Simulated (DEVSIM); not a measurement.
Structure: W/HfO2/SiO2/p-Si capacitor, at 300 K.

Layer 1 from the left is HfO2, thickness (nm) 2.80. Layer 2 from the left is SiO2, thickness (nm) 1.20. Layer 3 from the left is Si, thickness (nm) 1200, Na (cm⁻³) 2.3e16.

Metal gate on the left, work function 4.6 eV. Fixed charge at the semiconductor interface 0 cm⁻² (in units of +e); no interface traps.

The device is made up for the run: typed textbook-type constants, with dimensions and the other settings drawn at random. Values at 300 K.

HfO2: gap (eV) 5.7, affinity (eV) 2.5, permittivity 22. SiO2: gap (eV) 9, affinity (eV) 0.9, permittivity 3.9. Si: gap (eV) 1.124, affinity (eV) 4.05, permittivity 11.7, Nc (cm⁻³) 2.86e19, Nv (cm⁻³) 3.1e19.

Question: Estimate by hand the flat-band voltage, the threshold voltage, and compare with a numerical solution.

Answer: 
- Flat-band voltage: C = 2.04 μF/cm², work-function difference -0.388 V; VFB = φms − qNf/C = -0.39 V; numerical -0.39 V.
- Threshold voltage: φF = 0.377 V, depletion charge √(4εqNφF) = 7.58e-8 C/cm²; VT = VFB + 2φF + Qd/C = 0.40 V; numerical 0.40 V.

Simulated with DEVSIM: 1D Poisson equation in equilibrium, Boltzmann statistics, complete ionisation; no quantum confinement or tunnelling. Metal contacts follow the ideal Schottky-Mott rule: no Fermi-level pinning, no interface dipoles.
